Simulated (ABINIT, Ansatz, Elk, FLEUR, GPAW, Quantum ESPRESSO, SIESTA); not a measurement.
One structure in several programs: YTe (Fm-3m, 2 atoms in the cell)

Self-consistent single point, at a second geometry (lattice scaled by 0.98). First geometry:

```
CELL_PARAMETERS angstrom
      0.00000     3.08034     3.08034
      3.08034     0.00000     3.08034
      3.08034     3.08034     0.00000
ATOMIC_POSITIONS crystal
  Y  0.00000 0.00000 0.00000
  Te 0.50000 0.50000 0.50000
```

Shared settings, as Ansatz (a quantum-chemistry and plane-wave program) writes them: kpoints.mp_grid.grid = 12 12 12; scf.occupations.method = fermi_dirac; scf.occupations.width = 0.1 eV. Potentials and cutoffs stand in the table.

```json
[
 {"code": "GPAW", "model": "PBEsol, GPAW PAW datasets PBEsol (made by gpaw-setup)", "ΔF from the first geometry (meV/atom)": "-8.7", "pressure (GPa)": "1.20", "cutoff": "550 eV"},
 {"code": "Elk", "model": "PBEsol, all-electron FP-LAPW, Elk's shipped species files, APW+lo basis with extra local orbitals", "ΔF from the first geometry (meV/atom)": "-6.9", "pressure (GPa)": "–", "cutoff": "rgkmax 7.5"},
 {"code": "SIESTA", "model": "GGA PBEsol, numerical atomic orbitals DZP, PseudoDojo PBEsol standard norm-conserving potentials (rewritten from UPF to PSML)", "ΔF from the first geometry (meV/atom)": "-7.2", "pressure (GPa)": "1.43", "cutoff": "grid 400 Ry"},
 {"code": "FLEUR", "model": "PBEsol, all-electron FLAPW (FLEUR), scalar-relativistic valence", "ΔF from the first geometry (meV/atom)": "-4.5", "pressure (GPa)": "–", "cutoff": "Kmax 3.8 1/bohr"},
 {"code": "Quantum ESPRESSO", "model": "PBEsol, PSlibrary PAW (PBE) pseudopotentials", "ΔF from the first geometry (meV/atom)": "-4.8", "pressure (GPa)": "1.62", "cutoff": "45 Ry"},
 {"code": "Ansatz", "model": "PBEsol, PAW files made with PBE", "ΔF from the first geometry (meV/atom)": "-5.8", "pressure (GPa)": "1.55", "cutoff": "default"},
 {"code": "ABINIT", "model": "PBEsol, norm-conserving pseudopotentials (PseudoDojo nc-sr-04 PBEsol standard)", "ΔF from the first geometry (meV/atom)": "-6.0", "pressure (GPa)": "1.54", "cutoff": "41 Ha"}
]
```

A dash marks a value that a program does not give, or that is left out as unsure.

On Ansatz's run: spin-orbit coupling is off.

The spread over the programs that give each value: ΔF from the first geometry within 4.2 meV/atom; pressure within 0.42 GPa.

SIESTA uses small atom-centred bases, whose incompleteness enters pressures, forces and empty levels differently from a plane-wave cutoff. Elk and FLEUR treat all electrons, but the usual bases taken here (sphere radii, linearisation, local orbitals, empty states) were not tested for convergence, so the values are no reference for the others. Ansatz's pressure is given at a fixed set of plane waves, as the other plane-wave codes print theirs.

The starting cell comes from a database of computed structures (which also holds hypothetical and non-ambient phases and stackings), without a prior relaxation at this level. For this run, on top of that: lattice scaled by 0.98.

Keys are those of Ansatz 0.2.
